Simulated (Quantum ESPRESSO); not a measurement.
Input and output of a self-consistent single point for TaOs3 (Pm-3m, 4 atoms in the cell) (Quantum ESPRESSO).

Computed with PBEsol, PseudoDojo standard norm-conserving (PBESOL) pseudopotentials (plane waves; Quantum ESPRESSO).

The change in words: lattice scaled by 0.98. Reference geometry:
```yaml
crystal:
  lattice:
    - [3.91497, 0.00000, 0.00000]
    - [0.00000, 3.91497, 0.00000]
    - [0.00000, 0.00000, 3.91497]
  atoms:
    - { symbol: Ta, position: [0.00000, 0.00000, 0.00000] }
    - { symbol: Os, position: [0.00000, 0.50000, 0.50000] }
    - { symbol: Os, position: [0.50000, 0.00000, 0.50000] }
    - { symbol: Os, position: [0.50000, 0.50000, 0.00000] }
```

Reference input (self-consistent single point, DFT, PBEsol, plane waves, PseudoDojo standard norm-conserving (PBESOL) pseudopotentials): ecutwfc = 75 Ry; occupations = smearing; smearing = fermi-dirac; degauss = 0.0073499 Ry; potentials = {Ta: Ta.upf, Os: Os.upf}; K_POINTS = automatic 7 7 7 0 0 0; conv_thr = 1e-10 Ry; mixing_beta = 0.4. This run's input differs from it in these lines:

```diff
@@ -26,5 +26,5 @@
 Ta    0.00000000    0.00000000    0.00000000
-Os    0.00000000    1.95748500    1.95748500
-Os    1.95748500    0.00000000    1.95748500
-Os    1.95748500    1.95748500    0.00000000
+Os    0.00000000    1.91833550    1.91833550
+Os    1.91833550    0.00000000    1.91833550
+Os    1.91833550    1.91833550    0.00000000
 K_POINTS {automatic}
@@ -32,5 +32,5 @@
 CELL_PARAMETERS {angstrom}
-   3.91497000     0.00000000     0.00000000
-   0.00000000     3.91497000     0.00000000
-   0.00000000     0.00000000     3.91497000
+   3.83667100     0.00000000     0.00000000
+   0.00000000     3.83667100     0.00000000
+   0.00000000     0.00000000     3.83667100
```

Log, with long lists cut:

```
     Self-consistent Calculation

     iteration #  1     ecut=    75.00 Ry     beta= 0.40

     Threshold (ethr) on eigenvalues was too large:
     Diagonalizing with lowered threshold

     total energy              =    -737.17618912 Ry
     estimated scf accuracy    <       0.11780834 Ry

     iteration #  2     ecut=    75.00 Ry     beta= 0.40

     total energy              =    -737.17837828 Ry
     estimated scf accuracy    <       0.02112754 Ry

     iteration #  3     ecut=    75.00 Ry     beta= 0.40

     total energy              =    -737.18091932 Ry
     estimated scf accuracy    <       0.01155813 Ry

   [... 5 blocks of this kind left out ...]

     iteration #  9     ecut=    75.00 Ry     beta= 0.40

     total energy              =    -737.18252888 Ry
     estimated scf accuracy    <          5.5E-09 Ry

     iteration # 10     ecut=    75.00 Ry     beta= 0.40
     End of self-consistent calculation

     the Fermi energy is    25.1165 ev

!    total energy              =    -737.18252888 Ry
     estimated scf accuracy    <          2.4E-11 Ry
     smearing contrib. (-TS)   =      -0.00842987 Ry
     internal energy E=F+TS    =    -737.17409901 Ry

     convergence has been achieved in  10 iterations

     Forces acting on atoms (cartesian axes, Ry/au):

     atom    1 type  1   force =     0.00000000    0.00000000    0.00000000
   [... zero for the other atoms too ...]

     Total force =     0.000000     Total SCF correction =     0.000000

          total   stress  (Ry/bohr**3)                   (kbar)     P=      166.90
   0.00113454   0.00000000   0.00000000          166.90        0.00        0.00
   0.00000000   0.00113454   0.00000000            0.00      166.90        0.00
   0.00000000   0.00000000   0.00113454            0.00        0.00      166.90

   JOB DONE.
```

The run converged in 10 iterations. Against the reference run the free energy goes up by 25.3 meV/atom and the pressure goes from -6.28 to 16.69 GPa.

The starting cell comes from a database of computed structures (which also holds hypothetical and non-ambient phases and stackings), without a prior relaxation at this level. For this run, on top of that: lattice scaled by 0.98. Spin polarisation is off. With a pressure of about 17 GPa the cell is away from its equilibrium volume at this level.

Cost on one core of a shared machine: roughly 50 s.
